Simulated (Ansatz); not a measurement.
Input for hcp Mg (1 1 0) on monoclinic HfO2 (1 0 0) (film strained to the substrate, faces as cut):

Ansatz 0.2 input:
```yaml
crystal:
  lattice:
    - [5.352455, 0.0, -0.007405349]
    - [0.0, 5.212009, -0.003989094]
    - [0.409152484, -2.192076164, 26.609536051]
  atoms:
    - { symbol: Hf, position: [0.406143974, 0.59258067, 0.080255558] }
    - { symbol: Hf, position: [0.919204574, 0.518596819, 0.164344744] }
    - { symbol: Hf, position: [0.419895927, 0.114080002, 0.164412365] }
    - { symbol: Hf, position: [0.912879146, 0.964235363, 0.079395193] }
    - { symbol: O, position: [0.617841255, 0.817883298, 0.038755099] }
    - { symbol: O, position: [0.740291204, 0.255152899, 0.203352335] }
    - { symbol: O, position: [0.239930114, 0.410721025, 0.203393175] }
    - { symbol: O, position: [0.117381008, 0.700502388, 0.041238553] }
    - { symbol: O, position: [0.645544913, 0.298297338, 0.109120036] }
    - { symbol: O, position: [0.680490237, 0.796990651, 0.133122786] }
    - { symbol: O, position: [0.180669347, 0.808580465, 0.134896225] }
    - { symbol: O, position: [0.145893618, 0.282155797, 0.110107031] }
    - { symbol: Hf, position: [0.234048572, 0.655338146, 0.269018327] }
    - { symbol: Hf, position: [0.744240578, 0.603083523, 0.35381968] }
    - { symbol: Hf, position: [0.244656487, 0.191291279, 0.353754772] }
    - { symbol: Hf, position: [0.734155105, 0.066703059, 0.269099995] }
    - { symbol: O, position: [0.41543401, 0.92228624, 0.229519656] }
    - { symbol: O, position: [0.562943603, 0.33856611, 0.394480159] }
    - { symbol: O, position: [0.062915321, 0.490338273, 0.394576477] }
    - { symbol: O, position: [0.914645889, 0.765843516, 0.229365687] }
    - { symbol: O, position: [0.478058968, 0.383161462, 0.30173678] }
    - { symbol: O, position: [0.501321424, 0.877877788, 0.322350706] }
    - { symbol: O, position: [0.001631809, 0.889538972, 0.322283035] }
    - { symbol: O, position: [0.978200453, 0.366794903, 0.301824834] }
    - { symbol: Hf, position: [0.059608788, 0.73810702, 0.45839068] }
    - { symbol: Hf, position: [0.571027013, 0.669331074, 0.545221572] }
    - { symbol: Hf, position: [0.070787386, 0.288071138, 0.541685409] }
    - { symbol: Hf, position: [0.560865406, 0.145944515, 0.458683433] }
    - { symbol: O, position: [0.237558072, 0.006499794, 0.420872939] }
    - { symbol: O, position: [0.343065569, 0.463612718, 0.585693054] }
    - { symbol: O, position: [0.858765636, 0.543677302, 0.584604347] }
    - { symbol: O, position: [0.737349402, 0.845940788, 0.420518019] }
    - { symbol: O, position: [0.304117451, 0.466800675, 0.489995409] }
    - { symbol: O, position: [0.334302794, 0.966870534, 0.51524867] }
    - { symbol: O, position: [0.833474861, 0.970226687, 0.514183186] }
    - { symbol: O, position: [0.801398641, 0.44852829, 0.490297619] }
    - { symbol: Mg, position: [0.776284783, 0.099801026, 0.667461794] }
    - { symbol: Mg, position: [0.113380728, 0.592262128, 0.648387349] }
    - { symbol: Mg, position: [0.266690159, 0.128863405, 0.720081595] }
    - { symbol: Mg, position: [0.608839123, 0.627524395, 0.720175536] }
    - { symbol: Mg, position: [0.757643893, 0.157797151, 0.781851978] }
    - { symbol: Mg, position: [0.104082964, 0.65617772, 0.777369484] }
    - { symbol: Mg, position: [0.25274181, 0.18553849, 0.839240724] }
    - { symbol: Mg, position: [0.599906636, 0.686244655, 0.840698212] }
    - { symbol: Mg, position: [0.748389168, 0.216415964, 0.900064817] }
    - { symbol: Mg, position: [0.097703922, 0.715902047, 0.898799748] }
    - { symbol: Mg, position: [0.244017953, 0.244869852, 0.955966615] }
    - { symbol: Mg, position: [0.595342716, 0.750421587, 0.962752005] }
basis:
  ecutwfc: 420
  ecutrho_ratio: 4
  xc_grid: 2
kpoints:
  mp_grid: { grid: [5, 5, 1] }
hamiltonian:
  xc: pbe
  dispersion: none
  pseudopotentials: { kind: paw }
scf:
  n_extra_bands: 68
  occupations: { method: fermi_dirac, width: 0.05 }
output:
  forces: true
  stress: true
  eigenstates:
    kpoints:
      - [0, 0, 0]
      - [0.5, 0, 0]
      - [0, 0.5, 0]
      - [0.5, 0.5, 0]
    e_range: [-3.5, 3.5]
    localisation: true
relax:
  f_tol: 0.04
  max_steps: 70
  cell: { fix: [a, b, gamma], stress_tol: 0.3 }
```

Computed with PBE (plane waves to 420 eV, PAW; Ansatz, a first-principles code). Spin–orbit coupling is left out; the runs are not spin-polarised. Its k-point mesh 5×5×1, Fermi–Dirac width 0.05 eV.

**Question.** Write the closing report of this run, without the band table and long remarks, to eight decimals at most.

**Answer.** 
```
SCF converged after 8 iterations
Free energy (F): -225421.662915 eV
Harris-Foulkes:  -225421.662915 eV  (|F-HF|=3.14e-9)
Internal energy: -225421.593879 eV  (E = F + TS)
E sigma→0 (E₀):  -225421.628397 eV
Entropy (-TS):   -0.069036 eV (-1.438 meV/atom)
Fermi energy:    12.635909 eV
--- Per-component energies (eV) ---
  E_band       = -5820.443397
  E_kinetic    = 10146.148562
  E_local      = -260408.511706  (includes V_loc(G=0)·N_el)
  E_nonlocal   = -12619.821000
  E_hartree    = 123519.517674
  E_xc         = -5708.677825
  E_vxc        = -5889.638850  (∫ρ·V_xc dr)
  E_paw        = -90425.821107  (= ΣΔE_a)
  E_vpaw       = 15912.292732  (= ΣTr[D̂ρ^β])
  E_aug_tail   = 0.059442  (compensation charges beyond the density's cutoff)
  E_ewald      = 10075.512081
  E_smearing   = -0.069036  (= −TS)
  E_closure    = 0.000000  (closes the sum)
  Σ components = -225421.662915   (vs F -225421.662915, Δ=0.00e0)
--- Forces (eV/Å), atoms counted from 1 ---
  atom   1  Hf    -0.01367113    -0.00712293     0.03262730
  atom   2  Hf    -0.00468545    -0.01095711     0.01740372
  atom   3  Hf    -0.00873123     0.00681197     0.02300179
  atom   4  Hf    -0.02002713     0.01370143     0.02714155
  atom   5  O     -0.00988221     0.01297606    -0.00036322
  atom   6  O     -0.00182121     0.00975265    -0.00551242
  atom   7  O      0.00380347    -0.00923987    -0.00111523
  atom   8  O      0.01723046    -0.02144089    -0.01757809
  atom   9  O      0.00421314    -0.01863760    -0.02478638
  atom  10  O      0.00780434     0.02958297    -0.02052133
  atom  11  O      0.01533440    -0.01858143    -0.01321934
  atom  12  O     -0.00498795     0.01422146    -0.01001068
  atom  13  Hf     0.01061051    -0.00377335    -0.00201426
  atom  14  Hf     0.00108300     0.01062375    -0.00718379
  atom  15  Hf     0.00318316    -0.01171746    -0.01295385
  atom  16  Hf     0.00764434     0.00358997    -0.00159550
  atom  17  O      0.00038511     0.00788970    -0.02024070
  atom  18  O      0.00320002    -0.00098736     0.00415997
  atom  19  O      0.00244191     0.00150552     0.00966468
  atom  20  O      0.00163189     0.00339406    -0.01270407
  atom  21  O      0.00142133    -0.00530602     0.00288404
  atom  22  O      0.00119482    -0.00647791     0.01667302
  atom  23  O     -0.00277573     0.00346858     0.00939197
  atom  24  O     -0.00415185     0.00365402     0.00556442
  atom  25  Hf    -0.00980344     0.00464874    -0.00878855
  atom  26  Hf     0.00353245    -0.00112006     0.01817938
  atom  27  Hf     0.00435789     0.00097478     0.00250757
  atom  28  Hf    -0.00044577    -0.00119597    -0.00976204
  atom  29  O      0.00004513     0.00400411     0.01209717
  atom  30  O     -0.00283407    -0.01586171    -0.01392858
  atom  31  O     -0.01111928     0.00262431     0.01555503
  atom  32  O     -0.00023336    -0.00117396     0.01325246
  atom  33  O     -0.00461207     0.01862235     0.00116705
  atom  34  O     -0.00031262    -0.00989169    -0.00179430
  atom  35  O     -0.00016372     0.01014430    -0.00961717
  atom  36  O      0.00567107    -0.01377763    -0.01293735
  atom  37  Mg    -0.00007524    -0.01045844     0.00044640
  atom  38  Mg    -0.00246117     0.00323952    -0.00232887
  atom  39  Mg    -0.00160523    -0.00311658    -0.00407192
  atom  40  Mg    -0.00123910    -0.00107791     0.00440296
  atom  41  Mg    -0.00069890     0.00020667     0.00328992
  atom  42  Mg     0.00239561    -0.00202438    -0.00212437
  atom  43  Mg    -0.00274070    -0.00086059    -0.00319031
  atom  44  Mg    -0.00157036    -0.00134260     0.00071738
  atom  45  Mg    -0.00049907    -0.00592042    -0.00144187
  atom  46  Mg     0.00141853     0.00055861    -0.01033434
  atom  47  Mg    -0.00914948     0.02211500     0.00010995
  atom  48  Mg     0.02169210    -0.00623687     0.00999013
  max |Σ_I F_I| component: 1.09e-4 eV/Å
--- Stress (GPa, compression-positive) ---
       -0.520138      -0.103562       0.037572
       -0.103562      -1.114979      -0.020537
        0.037572      -0.020537      -0.249919
  P = ⅓ Tr σ = -0.6283 GPa (-6.283 kbar)
--- Relaxed structure (13 steps of the walk, 13 accepted, 1 SCFs on fresh bases) ---
  F+E_penalty+E_count = -225421.66291492 eV   max|allowed force component| = 3.263e-2 eV/Å   (the final SCF, on the basis selected at the relaxed cell)
  cell:  # Å, volume = 709.5018 Å³
    - [5.35223726, 0.00025338, 0.04884297]
    - [0.00015088, 5.21183343, -0.04296574]
    - [0.68707917, -2.39186216, 25.46074695]
  atoms:
    - { symbol: Hf, position: [0.49032391, 0.51477717, 0.06686134] }
    - { symbol: Hf, position: [0.98110497, 0.46726082, 0.15598080] }
    - { symbol: Hf, position: [0.48100807, 0.05520717, 0.15567426] }
    - { symbol: Hf, position: [0.98805644, 0.91920332, 0.06439580] }
    - { symbol: O, position: [0.69231371, 0.75439067, 0.02461631] }
    - { symbol: O, position: [0.79812139, 0.20420489, 0.19743187] }
    - { symbol: O, position: [0.29975775, 0.36168482, 0.19777168] }
    - { symbol: O, position: [0.20626365, 0.65124966, 0.02026179] }
    - { symbol: O, position: [0.72053052, 0.23945810, 0.09945782] }
    - { symbol: O, position: [0.74574844, 0.73695416, 0.12262062] }
    - { symbol: O, position: [0.24624264, 0.74969195, 0.12058535] }
    - { symbol: O, position: [0.21920523, 0.22802645, 0.10093499] }
    - { symbol: Hf, position: [0.28816888, 0.61081783, 0.26628251] }
    - { symbol: Hf, position: [0.78304079, 0.56889927, 0.35596644] }
    - { symbol: Hf, position: [0.28327425, 0.15559590, 0.35611456] }
    - { symbol: Hf, position: [0.78802515, 0.02381064, 0.26620437] }
    - { symbol: O, position: [0.46847102, 0.87608193, 0.22449423] }
    - { symbol: O, position: [0.60204227, 0.30479431, 0.39801093] }
    - { symbol: O, position: [0.10046857, 0.46056152, 0.39805377] }
    - { symbol: O, position: [0.96954899, 0.71733334, 0.22467205] }
    - { symbol: O, position: [0.52197510, 0.34201523, 0.30118703] }
    - { symbol: O, position: [0.54926679, 0.83784325, 0.32111918] }
    - { symbol: O, position: [0.04940658, 0.85202933, 0.32142146] }
    - { symbol: O, position: [1.02232792, 0.32716842, 0.30096327] }
    - { symbol: Hf, position: [0.08581656, 0.71197258, 0.46639371] }
    - { symbol: Hf, position: [0.57282983, 0.67016883, 0.55867857] }
    - { symbol: Hf, position: [0.07641649, 0.26098450, 0.55515493] }
    - { symbol: Hf, position: [0.58687112, 0.12555385, 0.46670886] }
    - { symbol: O, position: [0.27488866, -0.02771227, 0.42469833] }
    - { symbol: O, position: [0.28163904, 0.53111397, 0.59943973] }
    - { symbol: O, position: [0.79359179, 0.45433082, 0.60318237] }
    - { symbol: O, position: [0.77327460, 0.82014635, 0.42408986] }
    - { symbol: O, position: [0.33015578, 0.43874577, 0.49946821] }
    - { symbol: O, position: [0.33697629, 0.95056133, 0.52377848] }
    - { symbol: O, position: [0.83756885, 0.94965657, 0.52137136] }
    - { symbol: O, position: [0.82970344, 0.43539820, 0.50217298] }
    - { symbol: Mg, position: [0.65000804, 0.19432878, 0.65245743] }
    - { symbol: Mg, position: [0.02514415, 0.72889183, 0.64930825] }
    - { symbol: Mg, position: [0.15485127, 0.23673321, 0.71716130] }
    - { symbol: Mg, position: [0.49689005, 0.74319132, 0.71974477] }
    - { symbol: Mg, position: [0.64564659, 0.27094771, 0.77931603] }
    - { symbol: Mg, position: [-0.01479423, 0.77169506, 0.77764587] }
    - { symbol: Mg, position: [0.13385433, 0.30124203, 0.84361820] }
    - { symbol: Mg, position: [0.47250374, 0.80546383, 0.84509719] }
    - { symbol: Mg, position: [0.62064560, 0.33039613, 0.90610975] }
    - { symbol: Mg, position: [-0.03793953, 0.83060854, 0.90315430] }
    - { symbol: Mg, position: [0.09441150, 0.34421911, 0.96982126] }
    - { symbol: Mg, position: [0.46011543, 0.88833072, 0.97281322] }
```

Cost: very roughly 2.7 core-hours.
